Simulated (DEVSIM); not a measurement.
System: Au/Al2O3/p-In0.53Ga0.47As capacitor, at 400 K.

```csv
layer (left to right),material,thickness (nm),Na (cm⁻³)
1,Al2O3,13.0,-
2,In0.53Ga0.47As,13000,2e15
```

Metal gate on the left, work function 5.1 eV. Fixed charge at the semiconductor interface 1.4e10 cm⁻² (in units of +e); interface traps 3e11 cm⁻² eV⁻¹, uniform in energy, neutral level at 0.7 of the gap above the valence band.

This is a model device: material constants are rounded textbook-type values typed into the input, and sizes, dopings and lifetimes were drawn at random. Values at 300 K; Nc and Nv go as T^1.5, mobilities as T to minus their exponent, the gap by Varshni's rule with the affinity fixed.

```tsv
parameter	Al2O3	In0.53Ga0.47As
gap (eV)	6.8	0.74
affinity (eV)	1.35	4.51
permittivity	9	13.9
Nc (cm⁻³)	-	2.1e17
Nv (cm⁻³)	-	7.7e18
Varshni α (eV/K)	-	0.00035
Varshni β (K)	-	190
```

Model (solved in DEVSIM): 1D Poisson equation in equilibrium, Boltzmann statistics, complete ionisation; no quantum confinement or tunnelling. Metal contacts follow the ideal Schottky-Mott rule: no Fermi-level pinning, no interface dipoles.

### Question
Give the band bending (positive: bands bend down) and minority sheet density.

### Answer

```tsv
Vg (V)	ψs (V)	minority carriers (cm⁻²)
-0.8	-0.297	2.8e9
-0.65	-0.281	2.8e9
-0.5	-0.262	2.8e9
-0.35	-0.235	2.8e9
-0.2	-0.198	2.8e9
-0.05	-0.139	2.8e9
0.1	-0.047	2.8e9
0.25	0.074	3.0e9
0.4	0.204	6.2e9
0.55	0.324	6.4e10
0.7	0.404	3.0e11
```
